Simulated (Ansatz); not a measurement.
Results of LDA in Ansatz (plane waves, PAW) for TcAgO4 (I4₁/a, No. 88, 12 atoms in the cell; start COD 2013356).

Numerical settings: plane-wave cutoff 520 eV, 10×10×10 k mesh, Fermi–Dirac smearing 0.01 eV, no spin polarisation, scalar-relativistic PAW data made under PBE.

Cell (relaxed at this level):

```yaml
crystal:
  lattice:
    - [-2.57312, 2.57312, 5.54132]
    - [2.57312, -2.57312, 5.54132]
    - [2.57312, 2.57312, -5.54132]
  atoms:
    - { symbol: Ag, position: [0.50000, 0.50000, 0.00000] }
    - { symbol: Ag, position: [0.25000, 0.75000, 0.50000] }
    - { symbol: Tc, position: [0.00000, 0.00000, 0.00000] }
    - { symbol: Tc, position: [0.75000, 0.25000, 0.50000] }
    - { symbol: O, position: [0.59983, 0.48273, 0.40813] }
    - { symbol: O, position: [0.94170, 0.84983, 0.61710] }
    - { symbol: O, position: [0.07460, 0.19170, 0.59187] }
    - { symbol: O, position: [0.23273, 0.32460, 0.38290] }
    - { symbol: O, position: [0.15017, 0.76727, 0.09187] }
    - { symbol: O, position: [0.80830, 0.40017, 0.88290] }
    - { symbol: O, position: [0.67540, 0.05830, 0.90813] }
    - { symbol: O, position: [0.51727, 0.92540, 0.11710] }
```

Task: Predict the band gap, direct gap at Γ and bulk modulus.

Result: 
- band gap: 1.08 eV (on the SCF k mesh)
- direct gap at Γ: 1.60 eV
- bulk modulus: 71.3 GPa

Note: the relaxation could not lower the start's symmetry, so the cell can be a saddle point above a distorted one; the bulk modulus is −V dP/dV from two relaxed cells at ±2 % in volume.

Spin–orbit coupling is not included.

The result took about 19 core-minutes (a rough figure).

Ansatz is a program for electronic structure.
